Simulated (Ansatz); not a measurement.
**H2O on the 1x1 (0001) surface of corundum (cut with top plane Al), one in a 1x1 cell, started at the site 'hollow Al-O-O-O over O at depth 2.3 Å #2'**

Host crystal: corundum, with a band gap (PBE, scalar-relativistic without spin-orbit coupling).

These are r2SCAN, at the PBE geometry (plane waves to 500 eV, PAW; Ansatz, a quantum-chemistry and plane-wave program) values and carry that method's errors.

Set-up: 23 atoms, 6.7 Å thick at the start under the adsorbate (thin: gaps and levels are the slab's own); mesh 6x6x1; 0.01 eV smearing; dipole correction on; single point; no symmetry held, on the structure that PBE left; no spin, no spin-orbit, no U, no dispersion correction. At the end it is bonded to Al. In PBE it is, or lies within 0.03 eV of, the lowest of the starts that converged; the order may differ at this level.

| Quantity | Result |
|---|---|
| adsorption energy against H2O(g) at the same level | -1.13 eV |
| gap of the slab on its k-mesh | 4.09 eV |
| highest filled level below the top vacuum level | 5.23 eV |
| change of the step from the bottom to the top vacuum level, against the clean slab | -1.71 eV |
| height of the binding atom over the mean of the host atoms within 0.3 Å of the top one | 2.035 Å |
| nearest host atoms of the binding atom | Al at 2.03 Å, O at 2.65 Å, O at 2.69 Å |
| caution | the clean host was not checked against rearrangement in a larger or rattled cell |
| note | in the relaxation the adsorbate left its starting site by 0.9 Å |
| cost | around 2.8 core-minutes (rough) |

A negative adsorption energy means that the adsorbate is more stable on the surface than in its reference.
